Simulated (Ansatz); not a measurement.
# Cu2O, pressure series

Base system: Cu2O (space group Pn-3m, No. 224; a = 4.299 Å).

Cell and atoms are relaxed at each pressure.

Computed with DFT with PBE, PAW potentials and a 420 eV plane-wave cutoff in Ansatz (a first-principles code), without spin-orbit coupling, earlier PAW set.

```
P (GPa)  V (Å³/atom)
-------  -----------
-2.00         13.493
-1.00         13.364
0.30          13.207
0.69          13.161
1.49          13.072
2.99          12.911
5.00          12.713
7.50          12.488
10.00         12.283
```

Q: Fit a third-order Birch–Murnaghan equation of state.

A: Least squares on P(V) = (3B₀/2)[(V₀/V)^(7/3) − (V₀/V)^(5/3)]·[1 + (3/4)(B₀′ − 4)((V₀/V)^(2/3) − 1)] gives V₀ = 13.24 Å³/atom, B₀ = 111 GPa and B₀′ = 4.7.

Measured bulk modulus of Cu2O: 105.7 GPa (0 K or low temperature; as listed in Leila H. N. Rimmer et al., Physical Review B (2014)); the computed value is 5 % above it.

Between the base and pressure 10 GPa the gap moves from 0.47 eV to 0.64 eV, a mean slope of 17 meV/GPa.

Load acts through the strain it causes; cell and atoms are relaxed under it. Whether these cells are dynamically stable was not tested. No other phases were tried under pressure. No Hubbard U is applied. The final runs are not spin-polarised.
